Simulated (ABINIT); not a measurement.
Input and output of a self-consistent single point for B2Pt3 (Cm, 5 atoms in the cell) (ABINIT).

Method: LDA (PW92), PAW (JTH v2.0 LDA PAW) (plane waves; ABINIT).

The change in words: lattice scaled by 0.98. Reference geometry:
```
B2Pt3
1.0
    2.74018    -1.58474     0.00000
    2.74018     1.58474     0.00000
   -0.03278     0.00000     7.36790
B Pt
2 3
Cartesian
 -0.01979   0.00000   4.91623
 -0.00725   0.00000   2.06058
  1.81828   0.00000   1.02185
  3.62735   0.00000   6.08345
  3.65023   0.00000   3.41671
```

Reference input (self-consistent single point, DFT, LDA (PW92), plane waves, PAW (JTH v2.0 LDA PAW)): pseudos = [B.LDA_PW-JTH.xml, Pt.LDA_PW-JTH.xml]; ecut = 42 Ry; pawecutdg = 84 Ry; pawxcdev = 0; ixc = 7; occopt = 3; tsmear = 0.00367493 Ha; ngkpt = 9 9 4; nshiftk = 1; shiftk = 0 0 0; potentials = JTH v2.0 LDA PAW; nband = 24. This run's input differs from it in these lines:

```diff
@@ -5,5 +5,5 @@
 rprim
-         2.7401800000   -1.5847400000    0.0000000000
-         2.7401800000    1.5847400000    0.0000000000
-        -0.0327790000    0.0000000000    7.3678970000
+         2.6853760000   -1.5530450000    0.0000000000
+         2.6853760000    1.5530450000    0.0000000000
+        -0.0321230000   -0.0000000000    7.2205390000
 natom 5
```

Output (repeated stretches shortened):

```
--- !BeginCycle
solver: {iscf: 17, nstep: 60, nline: 4, wfoptalg: 10, }
tolerances: {tolvrs: 1.00E-11, }
...

     iter   Etot(hartree)      deltaE(h)  residm     nres2
 ETOT  1  -87.170383645507    -8.717E+01 1.059E-01 4.712E+01
 ETOT  2  -87.524832837122    -3.544E-01 4.662E-02 3.430E+01
 ETOT  3  -87.322687352824     2.021E-01 1.687E-02 3.229E+00
 ETOT  4  -87.340191823323    -1.750E-02 3.677E-03 1.953E-01
 ETOT  5  -87.342544306275    -2.352E-03 1.643E-03 3.185E-01
   [... 24 lines left out ...]
 ETOT 30  -87.342715011783    -3.837E-13 5.597E-05 1.259E-11
 ETOT 31  -87.342715011782     4.690E-13 7.095E-05 2.801E-11
 ETOT 32  -87.342715011783    -3.411E-13 5.867E-05 1.401E-11
 ETOT 33  -87.342715011783     7.105E-14 7.294E-05 2.925E-12
 At SCF step   33       nres2   =  2.92E-12 < tolvrs=  1.00E-11 =>converged.

 Cartesian components of stress tensor (hartree/bohr^3)
  sigma(1 1)= -8.69008302E-05  sigma(3 2)=  0.00000000E+00
  sigma(2 2)= -8.48851277E-05  sigma(3 1)= -4.41427885E-06
  sigma(3 3)= -1.96255886E-05  sigma(2 1)=  0.00000000E+00

 ----iterations are completed or convergence reached----

 reduced coordinates (array xred) for    5 atoms
       0.000380000000      0.000380000000      0.667250000000
       0.000350000000      0.000350000000      0.279670000000
       0.332610000000      0.332610000000      0.138690000000
       0.666820000000      0.666820000000      0.825670000000
       0.668830000000      0.668830000000      0.463730000000
 cartesian forces (eV/Angstrom) at end:
    1      0.00324164350517    -0.00000000000000     0.03816597636486
   [... lines left out ...]
 Fermi (or HOMO) energy (eV) =   9.05419   Average Vxc (eV)= -12.26057
   [... lines left out ...]
'-kT*entropy'       : -1.43881466726837E-03
total_energy        : -8.73427128824960E+01
total_energy_eV     : -2.37671608761937E+03
...

-Cartesian components of stress tensor (GPa)         [Pressure=  1.8772E+00 GPa]
- sigma(1 1)= -2.55671026E+00  sigma(3 2)=  0.00000000E+00
- sigma(2 2)= -2.49740626E+00  sigma(3 1)= -1.29872546E-01
- sigma(3 3)= -5.77404654E-01  sigma(2 1)=  0.00000000E+00

 Calculation completed.
```

The run converged in 33 iterations. Against the reference run the free energy falls by 28.2 meV/atom, the pressure goes from -13.26 to 1.88 GPa and the largest force goes from 0.449 to 0.277 eV/Å.

The starting cell comes from a database of computed structures (which also holds hypothetical and non-ambient phases and stackings), without a prior relaxation at this level. For this run, on top of that: lattice scaled by 0.98. Spin polarisation is off.

Cost on one core of a shared machine: roughly 6 min.
